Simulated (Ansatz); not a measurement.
CoSi, point defects

Consider an 8-atom supercell of CoSi (space group P2_13, No. 198; non-magnetic) at its relaxed geometry.

```
CELL_PARAMETERS angstrom
      4.43111     0.00000     0.00000
      0.00000     4.43111     0.00000
      0.00000     0.00000     4.43111
ATOMIC_POSITIONS crystal
  Co 0.14502 0.14502 0.14502
  Co 0.64502 0.35498 0.85498
  Co 0.85498 0.64502 0.35498
  Co 0.35498 0.85498 0.64502
  Si 0.84316 0.84316 0.84316
  Si 0.34316 0.65684 0.15684
  Si 0.15684 0.34316 0.65684
  Si 0.65684 0.15684 0.34316
```

One neutral defect a cell, atoms relaxed at fixed cell.

Calculations: PBE (Ansatz, a program for electronic structure), no spin-orbit coupling, earlier PAW set.

```tsv
variant	pressure	largest displacement of a host atom from its site in the perfect cell
perfect supercell	0.0 GPa	–
Si on a Co site (antisite), symmetric start	16.0 GPa	0.09 Å
Co interstitial (started 1.60 Å from the nearest host atom)	43.5 GPa	0.43 Å
Co vacancy	-6.9 GPa	0.08 Å
S on a Si site, symmetric start	6.7 GPa	0.06 Å
```

Other magnetic orders, which the real material may have, were not ruled out. The cell is small, so the values are those of an ordered compound at a high defect concentration; dilute-limit values will differ. Defects with a symmetric start kept the site's symmetry and may sit on a saddle; the others started slightly shaken. Seeded moments were not kept for Si on a Co site (antisite), the base, Co interstitial (started 1.60 Å from the nearest host atom) and Co vacancy and more. Spin-polarised in the final run: Si on a Co site (antisite), Co interstitial (started 1.60 Å from the nearest host atom), Co vacancy and S on a Si site; the other runs are not.
